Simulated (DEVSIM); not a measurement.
Device: illuminated In0.53Ga0.47As p-on-n cell, one wavelength, at 300 K.

```tsv
layer (left to right)	material	thickness (μm)	Nd (cm⁻³)	Na (cm⁻³)	τn (s)	τp (s)	absorption coefficient (cm⁻¹)
1	In0.53Ga0.47As	0.920	-	5.1e17	2.1e-9	1.6e-8	36000
2	In0.53Ga0.47As	5.20	6.7e16	-	3.8e-8	3.8e-8	36000
```

Left contact: ohmic, minority electron recombination velocity 5e6 cm/s. Right contact: ohmic, minority hole recombination velocity 5e5 cm/s. Voltage is applied to the left contact. Recombination: SRH at mid-gap, radiative, Auger. Light enters at the left, 6.8e17 photons cm⁻² s⁻¹, one pass, no reflection. Mobility is constant in doping.

Constants are typed, rounded textbook-type inputs, not results; the design itself was drawn at random and stands for no fabricated device. Values at 300 K.

| parameter | In0.53Ga0.47As |
|---|---|
| gap (eV) | 0.74 |
| affinity (eV) | 4.51 |
| permittivity | 13.9 |
| Nc (cm⁻³) | 2.1e17 |
| Nv (cm⁻³) | 7.7e18 |
| μn (cm²/Vs) | 12000 |
| μp (cm²/Vs) | 300 |
| B (cm³/s) | 9.6e-11 |
| Cn (cm⁶/s) | 5e-29 |
| Cp (cm⁶/s) | 5e-29 |

Model (solved in DEVSIM): 1D drift-diffusion, Boltzmann statistics, complete ionisation; no tunnelling, impact ionisation, image-force lowering or self-heating.

The thickness of layer 1 was swept, all else fixed.

```tsv
thickness of layer 1 (μm)	share of generated pairs collected at short circuit	dark forward voltage at 1 A/cm² (V)	largest power (mW/cm²)	open-circuit voltage (V)
0.18	0.922	0.364	22.0	0.304
0.32	…	0.368	20.5	0.306
0.55	0.734	0.373	17.7	0.307
0.92	0.577	0.380	13.9	0.308
1.6	0.402	0.388	9.66	0.307
2.8	0.256	0.397	6.07	0.304
4.6	0.160	0.405	3.72	0.299
```

Question: What belongs in the gaps?

Answer: 
- 0.32, share of generated pairs collected at short circuit: 0.854
